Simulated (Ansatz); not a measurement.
Reference: SrZn$_{2}$N$_{2}$ (I4/mcm), PBEsol, rigid bands (plane waves, PAW, scalar-relativistic; Ansatz, a quantum-chemistry and plane-wave program); axes and stresses refer to this cell.

```yaml
crystal:
  lattice:
    - [-3.26162, 3.26162, 3.59828]
    - [3.26162, -3.26162, 3.59828]
    - [3.26162, 3.26162, -3.59828]
  atoms:
    - { symbol: Sr, position: [0.25000, 0.25000, 0.00000] }
    - { symbol: Sr, position: [0.75000, 0.75000, 0.00000] }
    - { symbol: Zn, position: [0.86747, 0.36747, 0.23493] }
    - { symbol: Zn, position: [0.13253, 0.63253, 0.76507] }
    - { symbol: Zn, position: [0.36747, 0.13253, 0.50000] }
    - { symbol: Zn, position: [0.63253, 0.86747, 0.50000] }
    - { symbol: N, position: [0.33421, 0.83421, 0.16842] }
    - { symbol: N, position: [0.66579, 0.16579, 0.83158] }
    - { symbol: N, position: [0.83421, 0.66579, 0.50000] }
    - { symbol: N, position: [0.16579, 0.33421, 0.50000] }
```

- Seebeck coefficient, p-type 1e19 cm⁻³: 376 μV/K
- band gap: 0.48 eV
- hole mass along x: 0.50 mₑ

Change: functional PBE, cell relaxed with it. What happens to Seebeck coefficient, p-type 1e19 cm⁻³, band gap, hole mass along x?

Seebeck coefficient, p-type 1e19 cm⁻³ moves little, to 386 μV/K; band gap shrinks to 0.33 eV; hole mass along x goes up to 0.52 mₑ.

Change: functional r2SCAN on the same cell. What happens to Seebeck coefficient, p-type 1e19 cm⁻³, band gap, hole mass along x?

Seebeck coefficient, p-type 1e19 cm⁻³ moves little, to 376 μV/K; band gap increases to 0.87 eV; hole mass along x moves little, to 0.50 mₑ.

Masses are for dilute carriers at 300 K, harmonic means over directions unless an axis is named. Seebeck coefficients are for the stated density at 300 K, with one relaxation time for all states and whether or not that doping can be reached. Spin-orbit coupling is left out unless a row names it. 

Computed structure with no diffraction record at hand here (it may be known, metastable or hypothetical): SrZn2N2 (I4/mcm).
